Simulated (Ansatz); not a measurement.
**Short convergence ladders for SrAl2 (Imm2, 6 atoms in the cell)**

```xyz
6
Lattice="-2.3920 3.9411 3.9329 2.3920 -3.9411 3.9329 2.3920 3.9411 -3.9329" Properties=species:S:1:pos:R:3 pbc="T T T"
Sr     2.3920     1.9706     0.4459
Sr     0.0000     1.9706     3.5370
Al     2.3920    -0.5402     2.6694
Al     0.0000     4.4814     1.2635
Al     0.0000     0.5402     6.6023
Al     2.3920     3.4009    -2.6694
```

Base method: PBEsol, default PAW files made with PBE (plane waves; Ansatz, a first-principles code).

Base settings: basis.ecutwfc = 420 eV; kpoints.mp_grid.grid = 8 8 8; hamiltonian.xc = pbesol; hamiltonian.pseudopotentials = {kind: paw} (the program's default PAW files); scf.occupations.method = gaussian; scf.occupations.width = 0.1 eV.

The count of work is k-points × plane waves × bands × iterations; it is no time. Core times come from one kind of shared machine, to one figure; runs under 30 s give none.

**Shifted k-point meshes**

In this ladder: kpoints.mp_grid.shift = 0.5 0.5 0.5.

Only quantities that move along the ladder and can be compared are tabulated.

```csv
kpoints.mp_grid.grid,free energy less the last step's (meV/atom),pressure (GPa),largest difference of a force vector from the last step's (eV/Å),count of work / last
2 2 2,69.25,-1.20,0.419,0.0073
3 3 3,-8.33,-0.80,0.162,0.011
4 4 4,3.92,-0.73,0.018,0.023
6 6 6,-1.12,-0.69,0.019,0.062
8 8 8,0.49,-0.75,0.014,0.13
10 10 10,-0.10,-0.72,0.002,0.23
17 17 17,0.00,-0.72,0.000,1.0
```

Coarsest kpoints.mp_grid.grid that holds the forces within 0.01 eV/Å of the last step, with all finer ones: 10 10 10, at 0.23 of the last step's count of work; the step before is off by 0.014 eV/Å.

Coarsest kpoints.mp_grid.grid that holds the pressure within 0.05 GPa of the last step, with all finer ones: 4 4 4, at 0.023 of the last step's count of work; the step before is off by 0.08 GPa.

Coarsest kpoints.mp_grid.grid that holds the free energy within 1 meV/atom of the last step, with all finer ones: 8 8 8, at 0.13 of the last step's count of work; the step before is off by 1.1 meV/atom.

**The k-point mesh at a smearing width of 0.3 eV**

In this ladder: scf.occupations.width = 0.3 eV.

Only quantities that move along the ladder and can be compared are tabulated.

| kpoints.mp_grid.grid | free energy less the last step's (meV/atom) | pressure (GPa) | largest difference of a force vector from the last step's (eV/Å) | count of work / last | core time / last (rough) |
|---|---|---|---|---|---|
| 3 3 3 | 20.02 | -0.84 | 0.074 | 0.0080 | – |
| 4 4 4 | -5.17 | -0.69 | 0.040 | 0.018 | – |
| 5 5 5 | -1.16 | -0.66 | 0.013 | 0.027 | – |
| 7 7 7 | 0.17 | -0.68 | 0.007 | 0.064 | – |
| 11 11 11 | -0.05 | -0.67 | 0.001 | 0.22 | 0.2 |
| 16 16 16 | 0.01 | -0.67 | 0.000 | 0.62 | 0.6 |
| 19 19 19 | 0.00 | -0.67 | 0.000 | 1.0 | 1 |

Coarsest kpoints.mp_grid.grid that holds the pressure within 0.05 GPa of the last step, with all finer ones: 4 4 4, at 0.018 of the last step's count of work; the step before is off by 0.16 GPa.

Coarsest kpoints.mp_grid.grid that holds the free energy within 0.5 meV/atom of the last step, with all finer ones: 7 7 7, at 0.064 of the last step's count of work; the step before is off by 1.2 meV/atom.

Coarsest kpoints.mp_grid.grid that holds the forces within 0.01 eV/Å of the last step, with all finer ones: 7 7 7, at 0.064 of the last step's count of work; the step before is off by 0.013 eV/Å.

**The width of Methfessel-Paxton smearing**

In this ladder: kpoints.mp_grid.grid = 13 13 13; scf.occupations.method = methfessel_paxton.

Narrow widths need finer meshes than wide ones, so the last steps can hold mesh noise.

Only quantities that move along the ladder and can be compared are tabulated; pressure and forces are left out, as mesh noise rules them at narrow widths.

```csv
scf.occupations.width,free energy less the last step's (meV/atom),core time / last (rough)
1 eV,18.66,1
0.5 eV,3.41,1
0.3 eV,0.86,1.0
0.1 eV,0.00,1
```

Widest scf.occupations.width that holds the free energy within 2 meV/atom of the last step, with all finer ones: 0.3 eV; the step before is off by 3.4 meV/atom.

On the base run: the starting cell comes from a database of computed structures (which also holds hypothetical and non-ambient phases and stackings), without a prior relaxation at this level. Its lattice was rescaled by up to half a per cent. One atom was moved a little off its site on purpose. Ansatz's pressure includes its estimate of the finite-basis (Pulay) stress.

Left out of this page: 2 runs of the series outside the window shown, repeating another row's setting, or not comparable.

Keys are those of Ansatz 0.2.
